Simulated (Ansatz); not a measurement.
## Effect of isotropic strain −1.50 % on ZrS2

Base system: ZrS₂ in the CdI2 type structure (space group P-3m1, No. 164; a = 3.578 Å, c = 5.540 Å; layered, stacked along the Cartesian z axis).

Modification: the cell is scaled by 0.9850 in all directions; the atoms relax in the strained cell.

Level of theory: Ansatz (an electronic-structure program) PBEsol-D3(BJ), scalar-relativistic without spin-orbit coupling. Γ-centred 11×11×6 mesh, Fermi–Dirac width 0.05 eV.

The volume per atom shrinks by 0.91 Å³ (20.48 Å³ → 19.57 Å³) and the space group stays P-3m1 (No. 164). The shortest interatomic distance decreases by 0.0140 Å to 2.519 Å and the energy grows by 7.1 meV/atom. The pressure (mean of the normal stresses, compression positive) goes from zero to 2.6 GPa and the band gap goes from 0.29 eV to zero. The largest internal atomic displacement is 0.041 Å.

Final structure:

```yaml
crystal:
  lattice:
    - [3.52441, 0.00000, 0.00000]
    - [-1.76220, 3.05223, 0.00000]
    - [0.00000, 0.00000, 5.45703]
  atoms:
    - { symbol: Zr, position: [0.00000, 0.00000, 0.00000] }
    - { symbol: S, position: [0.33333, 0.66667, 0.27225] }
    - { symbol: S, position: [0.66667, 0.33333, 0.72775] }
```

No phonon test of stability was made. All final runs are without spin polarisation. Gaps under 0.05 eV, about the width of the smearing, are given as zero. A zero or small gap of ZrS2 can be the functional's error rather than a property of the material.
